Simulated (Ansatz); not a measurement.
For PtAg₃ (Pm-3m, No. 221, 4 atoms in the cell; start mp-12065), LDA (Ansatz, a program for electronic structure, PAW) gives:

lattice constant a: 3.966 Å
bulk modulus: 174 GPa

### Question
What does PBEsol in Ansatz (PAW) give for the same quantities?

### Answer

- lattice constant a: 4.009 Å (rises by 1.1 %)
- bulk modulus: 153 GPa (falls by 12 %)

Changes are worked out from the printed values.

Unless a cell is named, each level is at its own relaxed cell (LDA 15.59, PBEsol 16.11 Å³/atom).

Levels without +SOC leave out spin–orbit coupling, which shifts energies and cells of such heavy elements.

Caveats: the bulk modulus is −V dP/dV from two relaxed cells at ±2 % in volume (LDA, PBEsol); the relaxation could not lower the start's symmetry, so the cell can be a saddle point above a distorted one (LDA, PBEsol). Ansatz's density-functional and Hartree–Fock values are scalar-relativistic unless marked +SOC, with PAW data made under PBE.

A start named mp-… is a Materials Project structure, which need not be a measured phase.
